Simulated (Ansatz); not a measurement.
Start from AlN in the wurtzite structure (space group P6_3mc, No. 186; a = 3.1138 Å, c = 4.9833 Å). Axes: x lies along a and z along c of the hexagonal cell.

The values are results of plane-wave PAW DFT at the PBEsol level (Ansatz, a quantum-chemistry and plane-wave program, 420 eV), no SOC, not measurements.

Strains are applied to the cell and any free atomic positions relax; under biaxial strain the out-of-plane vector relaxes too.

One change was made to it. Results:

The electron mass is 0.29 mₑ out of plane, 0.30 mₑ in plane (at Γ); the pressure (mean of the normal stresses, compression positive) grows by 1.84 GPa, from 0.01 GPa to 1.85 GPa; the gap character is still direct at Γ; the valence-band top at Γ (three highest levels, from the VBM) goes from 0.00, -0.22, -0.22 eV to 0.00, -0.14, -0.14 eV.

Question: Name the change that was made.
A) biaxial strain −1.80 %, plane normal [001], relaxed out of plane
B) biaxial strain −2.40 %, plane normal [001], relaxed out of plane
C) biaxial strain −0.60 %, plane normal [001], relaxed out of plane

Answer: C, biaxial strain −0.60 %, plane normal [001], relaxed out of plane. For comparison, the electron mass in the other runs: biaxial strain −2.40 %, plane normal [001], relaxed out of plane gives 0.28 mₑ out of plane, 0.32 mₑ in plane (at Γ); biaxial strain −1.80 %, plane normal [001], relaxed out of plane gives 0.28 mₑ out of plane, 0.32 mₑ in plane (at Γ).

Masses are band curvatures over ±0.01 Å⁻¹ around the edge. Stability against distortions was not tested.
